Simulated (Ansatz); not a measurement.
## A computed series for Rh: pressure series

The reference is Rh in the fcc (Cu type) structure (space group Fm-3m, No. 225; a = 3.8000 Å).

Cell and atoms are relaxed at each pressure.

All numbers come from r2SCAN (Ansatz, a quantum-chemistry and plane-wave program; PAW; 500 eV plane waves; scalar-relativistic without spin-orbit coupling).

```tsv
pressure (GPa)	volume per atom (Å³/atom)
-2	13.818
-1	13.768
0	13.718
3	13.577
7	13.401
15	13.086
30	?
50	12.071
100	11.132
```

### Question
Fit the third-order Birch–Murnaghan form P(V) = (3B₀/2)[(V₀/V)^(7/3) − (V₀/V)^(5/3)]·[1 + (3/4)(B₀′ − 4)((V₀/V)^(2/3) − 1)] (squares taken in P) to the rows shown and predict the withheld row.

### Answer
Least squares on the printed values gives V₀ = 13.718 Å³/atom, B₀ = 284 GPa, B₀′ = 5.0; this predicts 12.595 Å³/atom, and the run gives 12.595 Å³/atom, in agreement.

Measured bulk modulus of Rh: 271 GPa (static lattice; corrected from measurement; as listed in H. Levämäki et al., Physical Review B (2014)); the computed value is 5 % above it.

Load acts through the strain it causes; cell and atoms are relaxed under it. Whether these cells are dynamically stable was not tested. No other phases were tried under pressure. The final runs are not spin-polarised.
